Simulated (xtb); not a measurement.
xtb 6.7.1, GFN1-xTB: W(NH)(S)(Br)(OMe) (C[O][W](=[NH])(=[S])[Br]), 10 atoms. The geometry is a generated start, not checked to be a minimum at this level.

| Quantity | Value |
|---|---|
| method | GFN1-xTB |
| --acc | 1 (default) |
| --etemp (K) | 300 (default) |
| detailed input (--input) | none: ANC optimiser, Lindh (1995) Hessian, microcycle=20, maxdispl=1.0, hlow=0.01 (default) |
| basis functions | 50 |
| valence electrons | 38 |

```xyz
10

W     -1.1986     0.0518     0.2387
N     -1.8963    -1.3844    -0.5382
H     -2.2405    -2.2798    -0.8907
S     -1.5543    -0.1043     2.3961
Br    -2.5208     1.9380    -0.4732
O      0.5518     0.4082    -0.0299
C      1.9382     0.3539    -0.1513
H      2.2534    -0.6867    -0.3242
H      2.2650     0.9742    -0.9974
H      2.4023     0.7292     0.7701
```

Charge 0 and multiplicity 1 are set for this test and not shown to be the ground state.

The structure is relaxed from this start with --opt LEVEL for the levels crude, sloppy, loose, lax, normal, tight, vtight, extreme, once each. Up to the end of the extreme run atoms move by at most 0.72 Å along an axis.

**Question.** What is the loosest level that ends within 1 meV of the extreme run, and how many cycles does it take?

**Answer.** tight: 53 cycles against 77, ending 0.23 meV above.

```tsv
level	cycles	energy above the extreme run (meV)	gradient norm (eV/Å)
crude	6	15	0.32
sloppy	8	8.6	0.095
loose	8	8.6	0.095
lax	13	3.4	0.070
normal	16	2.9	0.039
tight	53	0.23	0.020
vtight	77	under 0.01	0.00061
extreme	77	—	0.00061
```
